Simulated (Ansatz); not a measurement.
Functionals compared on OH on the 1x1 (111) surface of fcc Ir, one in a 2x2 cell, started at the site 'top Ir', in Ansatz (plane waves, PAW). The structure was relaxed with PBE; the other rows are single points on it, each with its references at the same level. Cutoff 420 eV (500 eV for r2SCAN).

Set-up: 18 atoms, 6.6 Å thick at the start under the adsorbate (thin: gaps and levels are the slab's own); mesh 6x6x1; 0.1 eV smearing; dipole correction on; 8 atoms held, the rest relaxed; no symmetry held; spin-polarised, no spin-orbit, no U, no dispersion correction. The starting moment vanished. At the end it is bonded to Ir. In PBE it is, or lies within 0.03 eV of, the lowest of the starts that converged. These notes are the PBE run's. r2SCAN: The program's check for a lower electronic state was not made. Adsorption energies are against H2O(g) − ½ H2(g). A negative adsorption energy means that the adsorbate is more stable on the surface than in its reference.

| functional | adsorption energy (eV) | work function of the top face (eV) | change of the work function (eV) | magnetic moment of the cell (μB) | rough cost of the single point |
|---|---|---|---|---|---|
| PBE | 0.63 | 5.54 | 0.05 | 0.00 | – |
| RPBE | 0.76 | 5.42 | 0.08 | 0.00 | very roughly 13 core-minutes |
| r2SCAN | 0.51 | 5.68 | 0.14 | 0.00 | around 30 core-minutes (rough) |

Ansatz is a quantum-chemistry and plane-wave program.
